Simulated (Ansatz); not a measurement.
```yaml
crystal:
  lattice:
    - [0.00000, 4.40574, 4.51760]
    - [4.40574, 0.00000, 4.51760]
    - [4.40574, 4.40574, 0.00000]
  atoms:
    - { symbol: Nb, position: [0.01739, 0.01739, 0.98261] }
    - { symbol: Zr, position: [0.00193, 0.00193, 0.49807] }
    - { symbol: Nb, position: [0.98676, 0.48944, 0.01056] }
    - { symbol: Nb, position: [0.98676, 0.48944, 0.51324] }
    - { symbol: Nb, position: [0.48944, 0.98676, 0.01056] }
    - { symbol: Nb, position: [0.48944, 0.98676, 0.51324] }
    - { symbol: Nb, position: [0.51215, 0.51215, 0.98785] }
    - { symbol: Nb, position: [0.51739, 0.51739, 0.48261] }
    - { symbol: N, position: [0.25781, 0.25781, 0.24219] }
    - { symbol: N, position: [0.26513, 0.26513, 0.73487] }
    - { symbol: N, position: [0.24180, 0.73581, 0.25820] }
    - { symbol: N, position: [0.24180, 0.73581, 0.76419] }
    - { symbol: N, position: [0.73581, 0.24180, 0.25820] }
    - { symbol: N, position: [0.73581, 0.24180, 0.76419] }
    - { symbol: N, position: [0.76513, 0.76513, 0.23487] }
    - { symbol: N, position: [0.75548, 0.75548, 0.74452] }
```

The mixing enthalpy is taken against the end members in the rock salt type (which need not be the stable form of NbN), relaxed in the same cell and mesh, with NbN held in the symmetric form, which may not be a minimum.

All values below come from PBE (plane waves to 420 eV, PAW; Ansatz, a first-principles code). Scalar-relativistic, without spin–orbit coupling; the runs are not spin-polarised. Its k-point mesh 5×5×5, Fermi–Dirac width 0.05 eV.

Problem. Give the composition and order of this alloy cell, and its volume, bond lengths and mixing enthalpy.

Solution. A 16-atom cell of (Zr,Nb)N started in the rock salt structure, site fractions Zr 0.125, Nb 0.875, short-range order -0.14 in the first shell of the mixed sites (0 is random, a negative value favours unlike neighbours), space group I4mm at the end, an ordered arrangement that its symmetry holds.
volume per atom: 10.96 Å³
N–Nb bonds: 2.226 Å on average, from 2.187 to 2.298 (42)
N–Zr bonds: 2.245 Å on average, from 2.227 to 2.312 (6)
mixing enthalpy per site of the mixed sublattice: -58 meV
departure of the mean lattice parameter from Vegard's line: under 0.15 %, inside the noise of the relaxations
